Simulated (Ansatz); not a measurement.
Input and output of a self-consistent single point for Hf₂Ga (Fmm2, 6 atoms in the cell) (Ansatz, a program for electronic structure).

Method of the run: LDA (PW92), default PAW files made with PBE (plane waves; Ansatz).

```xyz
6
Lattice="-3.3492 3.3492 2.6283 3.3492 -3.3492 2.6283 3.3492 3.3492 -2.6283" Properties=species:S:1:pos:R:3 pbc="T T T"
Hf     1.0638     4.4130     0.0000
Hf     2.3207    -1.0285     2.6283
Hf     2.3207     1.0285     0.0000
Hf     1.0285     2.3207     2.6283
Ga     0.0000     0.0000     1.3141
Ga     0.0000     0.0000     3.9424
```

Reference input (self-consistent single point, DFT, LDA (PW92), plane waves, default PAW files made with PBE): basis.ecutwfc = 420 eV; kpoints.mp_grid.grid = 6 6 6; hamiltonian.xc = lda; hamiltonian.pseudopotentials = {kind: paw} (the program's default PAW files); scf.occupations.method = fermi_dirac; scf.occupations.width = 0.1 eV. This run's input differs from it in these lines:

Ansatz 0.2 input:
```diff
@@ -16,3 +16,3 @@
 kpoints:
-  mp_grid: { grid: [6, 6, 6] }
+  mp_grid: { grid: [10, 10, 10] }
 hamiltonian:
@@ -21,3 +21,3 @@
 scf:
-  occupations: { method: fermi_dirac, width: 0.1 }
+  occupations: { method: gaussian, width: 0.3 }
 output:
```

Output (repeated stretches shortened):

```
SCF iter   1: F=—  HF=-69324.007714 eV  |F-HF|=—  |Δ(HF+E_count)|=         —  Δρ=6.57e-3  dr2=4.40e-2  ethr=1.77e-3  ⟨swp⟩=4.1  Hψ=38370  notcnv=0
all-band conjugate gradients solve this SCF's bands
preconditioner: auto → Kerker (q_TF=auto, 2.773 Å⁻¹)
SCF iter   2: F=—  HF=-69324.001335 eV  |F-HF|=—  |Δ(HF+E_count)|=   6.38e-3  Δρ=3.99e-3  dr2=2.08e-2  ethr=3.38e-5  ⟨swp⟩=2.3  Hψ=18969  notcnv=0
   [... lines left out ...]
SCF iter   5: F=—  HF=-69323.995819 eV  |F-HF|=—  |Δ(HF+E_count)|=   8.11e-5  Δρ=1.18e-4  dr2=1.74e-5  ethr=1.93e-7  ⟨swp⟩=2.0  Hψ=23001  notcnv=0
SCF iter   6: F=—  HF=-69323.995811 eV  |F-HF|=—  |Δ(HF+E_count)|=   8.40e-6  Δρ=8.22e-5  dr2=4.88e-6  ethr=1.34e-8  ⟨swp⟩=2.1  Hψ=23628  notcnv=0
SCF iter   7: F=—  HF=-69323.995809 eV  |F-HF|=—  |Δ(HF+E_count)|=   1.16e-6  Δρ=2.16e-5  dr2=4.60e-7  ethr=3.75e-9  ⟨swp⟩=2.0  Hψ=20231  notcnv=0
SCF iter   8: F=-69323.995809 eV  HF=-69323.995809 eV  |F-HF|=1.14e-7  |Δ(HF+E_count)|=   9.09e-8  Δρ=6.86e-6  dr2=6.96e-8  ethr=7.69e-11  ⟨swp⟩=10.3  Hψ=71480  notcnv=0
SCF 1 converged in 8 iterations: F = -69323.995809 eV  dr2 = 6.96e-8
Free energy (F): -69323.995809 eV
Internal energy: -69323.735160 eV  (E = F + TS)
E sigma→0 (E₀):  -69323.865484 eV
Entropy (-TS):   -0.260649 eV (-43.442 meV/atom)
Fermi energy:    17.398232 eV
--- Forces (eV/Å), atoms counted from 1 ---
  atom   1  Hf    -0.17268361    -0.17268361     0.00000000
  atom   2  Hf     0.10601785     0.10601785     0.00000000
  atom   3  Hf     0.01350619     0.01585582     0.00000000
  atom   4  Hf     0.01585582     0.01350619     0.00000000
  atom   5  Ga     0.01864856     0.01864856     0.00000000
  atom   6  Ga     0.01864856     0.01864856     0.00000000
--- Stress (GPa, compression-positive) ---
       -7.394457      -0.389851       0.000000
       -0.389851      -7.394457       0.000000
        0.000000       0.000000      -6.371953
  P = ⅓ Tr σ = -7.0536 GPa (-70.536 kbar)
  The stress holds the Pulay correction. Without it, at fixed plane waves, as pw.x and ABINIT print it: P = -7.0821 GPa
```

The run converged in 8 iterations. Against the reference run the free energy falls by 5.4 meV/atom, the pressure moves little (-7.09 to -7.05 GPa) and the largest force goes from 0.258 to 0.244 eV/Å.

The starting cell comes from a database of computed structures (which also holds hypothetical and non-ambient phases and stackings), without a prior relaxation at this level. Its lattice was rescaled by up to half a per cent. One atom was moved a little off its site on purpose. With a pressure of about -7 GPa the cell is away from its equilibrium volume at this level. Ansatz's pressure includes its estimate of the finite-basis (Pulay) stress.

Cost on one core of a shared machine: roughly 3 min.
